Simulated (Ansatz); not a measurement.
The reference is HfO₂ (space group P2_1/c, No. 14; a = 5.1141 Å, b = 5.1816 Å, c = 5.2953 Å, α = γ = 90.00°, β = 99.47°).

All numbers come from r2SCAN/PAW in Ansatz (a first-principles code), spin-orbit coupling left out.

Before the change:

- Gap character = indirect, Γ → Y₂
- Band gap = 4.59 eV
- Smallest direct gap = 4.68 eV

Modification: every lattice vector is shortened by 2.89 %, atoms relaxed at fixed cell.

### Question
What does the calculation give for the gap character, band gap, smallest direct gap and energy relative to the base after the change?

### Answer
The gap character changes from indirect, Γ → Y₂ to indirect, Γ–A (29 % along) → Y₂; the band gap grows by 0.374 eV, from 4.59 eV to 4.97 eV; the smallest direct gap goes up by 0.37 eV, from 4.68 eV to 5.05 eV; the energy goes up by 59 meV/atom.

Spin-orbit coupling, missing from the scalar runs, can matter with Hf. The cells carry an imposed strain or load. Whether these cells are dynamically stable was not tested.
